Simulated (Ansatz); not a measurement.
```yaml
crystal:
  lattice:
    - [2.85562, 0.00000, 0.00000]
    - [-1.42781, 2.51070, 0.00000]
    - [0.00000, 0.00000, 2.82680]
  atoms:
    - { symbol: W, position: [0.00055, 0.00109, 0.00000] }
    - { symbol: C, position: [0.33279, 0.66558, 0.50000] }
```

No spin polarisation.

Calculations: Ansatz (an electronic-structure program), PBEsol, PAW, cutoff 420 eV, without spin-orbit coupling. k-mesh 23×23×20 (Γ-centred); smearing 0.1 eV (Fermi–Dirac).

Predict the band gap, space group and stress.

The band gap is zero and the space group comes out as Amm2 (No. 38). The stress (xx, yy, zz, yz, xz, xy; compression positive) is (11.6, 3.8, 2.9, 0.0, 0.0, 0.0) GPa.

The cells carry an imposed strain or load. Stability against distortions was not tested. All final runs are without spin polarisation. The cell was made from WC (space group P-6m2, No. 187) by this change: uniaxial strain ε_xx = −1.50 %.
